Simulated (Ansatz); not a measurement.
Start from Li in the bcc (W type) structure (space group Im-3m, No. 229; relaxed with 0.1 eV smearing).

```
CELL_PARAMETERS angstrom
     -1.71714     1.71714     1.71714
      1.71714    -1.71714     1.71714
      1.71714     1.71714    -1.71714
ATOMIC_POSITIONS crystal
  Li 0.00000 0.00000 0.00000
```

Cartesian axes are those of the cell as printed.

Level of theory: PBEsol/PAW in Ansatz (a program for electronic structure), no spin-orbit coupling.

For the base:

```
Quantity                         Value
-----------------------------  -------
Shortest interatomic distance  2.974 Å
Pressure                       0.0 GPa
```

Perturbation: the cell is compressed by 3.00 % along z with no lateral relaxation; the atoms relax in the strained cell.

### Question
Estimate the effect on the shortest interatomic distance, energy relative to the base and pressure.

### Answer
The shortest interatomic distance falls by 0.029 Å (2.974 Å → 2.945 Å); the energy goes up by 0.9 meV/atom; the pressure (mean of the normal stresses, compression positive) goes from zero to 0.4 GPa.

Stability against distortions was not tested.
